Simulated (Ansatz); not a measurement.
For Al3BC (P6₃/mmc, No. 194, 10 atoms in the cell; start mp-1228446), LDA in Ansatz (plane waves, PAW) gives:

| Item | Result |
|---|---|
| band gap at the PBEsol cell | 0.45 eV |
| polycrystal shear modulus | 136 GPa |

What does PBEsol (Ansatz, a program for electronic structure, PAW) give for the same quantities?


- band gap at the PBEsol cell: 0.39 eV (falls by 0.06 eV)
- Voigt–Reuss–Hill shear modulus: 130 GPa (drops by 4.4 %)

Changes are worked out from the printed values.

Unless a cell is named, each level is at its own relaxed cell.

Density-functional gaps are differences of (generalised) Kohn–Sham levels.

Caveats: the relaxation could not lower the start's symmetry, so the cell can be a saddle point above a distorted one (LDA, PBEsol). Ansatz's density-functional and Hartree–Fock values are scalar-relativistic unless marked +SOC, with PAW data made under PBE.

A start named mp-… is a Materials Project structure, which need not be a measured phase.
